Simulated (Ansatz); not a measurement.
Abridged Ansatz (a program for electronic structure) output:

```
Pseudopotential: Hf, paw, valence charge 26
Pseudopotential: C, paw, valence charge 4
Crystal: 3 atoms, lattice volume = 37.062 Å³
Basis set: ecut = 500 eV, 941 PW (Γ), exchange–correlation on 120×120×120 points (64 copies of the dense FFT grid, shifted against one another)
Bands: 21, of which v1, the nominal top of the filled ones, is band 17 counted from 1 (16 counted from 0)
Symmetry: 48 space group operations
k-points: 120 of 3375
Functional: x = r2scan, c = r2scan; τ floored in thin density (d = 2e-4 eV/Å³)
SCF iter   1: F=—  HF=-16232.709347 eV  |F-HF|=—  |Δ(HF+E_count)|=         —  Δρ=8.84e-3  dr2=1.83e-2  dr2_τ=1.14e-1  ethr=1.77e-3  ⟨swp⟩=3.8  Hψ=9387  notcnv=0
SCF iter   2: F=—  HF=-16232.777549 eV  |F-HF|=—  |Δ(HF+E_count)|=   6.82e-2  Δρ=8.51e-3  dr2=2.44e-2  dr2_τ=3.16e-3  ethr=5.40e-5  ⟨swp⟩=2.0  Hψ=6019  notcnv=0  defer=2
SCF 1 converged in 7 iterations: F = -16232.740838 eV  dr2 = 9.87e-11
SCF converged after 7 iterations
Free energy (F): -16232.740838 eV
Internal energy: -16232.729627 eV  (E = F + TS)
E sigma→0 (E₀):  -16232.735233 eV
Entropy (-TS):   -0.011211 eV (-3.737 meV/atom)
Fermi energy:    14.987731 eV
--- Forces (eV/Å), atoms counted from 1 ---
  atom   1  Hf    -0.00000000     0.00000000     0.00000000
  atom   2  C      0.00000000    -0.00000000     0.00000000
  atom   3  C      0.00000000    -0.00000000    -0.00000000
--- Stress (GPa, compression-positive) ---
       -0.000236       0.000000      -0.000000
       -0.000000      -0.000236      -0.000000
       -0.000000       0.000000      -0.000236
  P = ⅓ Tr σ = -0.0002 GPa (-0.002 kbar)
```

Question: What was computed, and what are the main results?

Answer: HfC2, 3 atoms in the cell, with Ansatz, r2SCAN, PAW, cutoff 500 eV, spin-orbit coupling left out. The last SCF converged to F = -16232.740838 eV, or -5410.9136 eV per atom, at a pressure of 0.00 GPa. The total energy compares only with runs of the same code, potentials and settings.

Stability against distortions was not tested. The final runs are not spin-polarised. The cell was made from HfO2 by this change: O → C; the result is a hypothetical phase, not in the database extracts checked.
